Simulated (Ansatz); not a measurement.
Consider MgS in the rock salt structure (space group Fm-3m, No. 225; a = 5.203 Å). Axes: x, y, z lie along the cube axes.

Calculations: r2SCAN (Ansatz, a quantum-chemistry and plane-wave program; PAW; 500 eV plane waves; no spin-orbit coupling).

Strains are applied to the cell and any free atomic positions relax; under biaxial strain the out-of-plane vector relaxes too.

One change was made to it. Results:

```json
[
 {"quantity": "volume per atom", "base": "17.61 Å³", "after": "18.16 Å³"},
 {"quantity": "band gap", "base": "3.46 eV", "after": "3.20 eV"},
 {"quantity": "valence-band top at Γ (three highest levels, from the VBM)", "base": "0.00, 0.00, 0.00 eV", "after": "0.00, -0.27, -0.27 eV"}
]
```

What was done to the base?
A) biaxial strain +2.08 %, plane normal [111], relaxed out of plane
B) biaxial strain +0.83 %, plane normal [111], relaxed out of plane
C) biaxial strain +1.67 %, plane normal [111], relaxed out of plane
D) biaxial strain +0.42 %, plane normal [111], relaxed out of plane

A, biaxial strain +2.08 %, plane normal [111], relaxed out of plane. For comparison, the band gap in the other runs: biaxial strain +0.83 %, plane normal [111], relaxed out of plane gives 3.36 eV; biaxial strain +0.42 %, plane normal [111], relaxed out of plane gives 3.41 eV; biaxial strain +1.67 %, plane normal [111], relaxed out of plane gives 3.25 eV.

Whether these cells are dynamically stable was not tested.
